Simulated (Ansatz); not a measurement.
V$_{4}$GaS$_{8}$ (space group F-43m, No. 216)

```xyz
13
Lattice="0.0000 4.7543 4.7543 4.7543 0.0000 4.7543 4.7543 4.7543 0.0000" Properties=species:S:1:pos:R:3 pbc="T T T"
Ga     4.7543     4.7543     4.7543
V      0.9877     3.7666     3.7666
V      0.9877     0.9877     0.9877
V      3.7666     3.7666     0.9877
S      6.0625     3.4462     6.0625
S      3.4462     6.0625     6.0625
S      3.4462     3.4462     3.4462
S      6.0625     6.0625     3.4462
V      3.7666     0.9877     3.7666
S      8.2675     5.9954     5.9954
S      8.2675     8.2675     8.2675
S      5.9954     5.9954     8.2675
S      5.9954     8.2675     5.9954
```

Calculations: PBEsol, PAW, 420 eV (Ansatz, a quantum-chemistry and plane-wave program; no spin-orbit coupling). k-mesh 7×7×7 (Γ-centred); smearing 0.05 eV (Fermi–Dirac).

```json
{
  "volume_per_atom": "16.53 Å³",
  "density": "4.09 g/cm³",
  "band_gap": "zero",
  "total_energy": "-1721.273 eV/atom (σ→0; compares only within this code and set-up)"
}
```

Stability against distortions was not tested. Starting moments died away, wholly or in part, for the base; another magnetic solution may exist. The base started in R3m and relaxed to F-43m at this level. All final runs are without spin polarisation. An odd electron count without spin: V4GaS8.
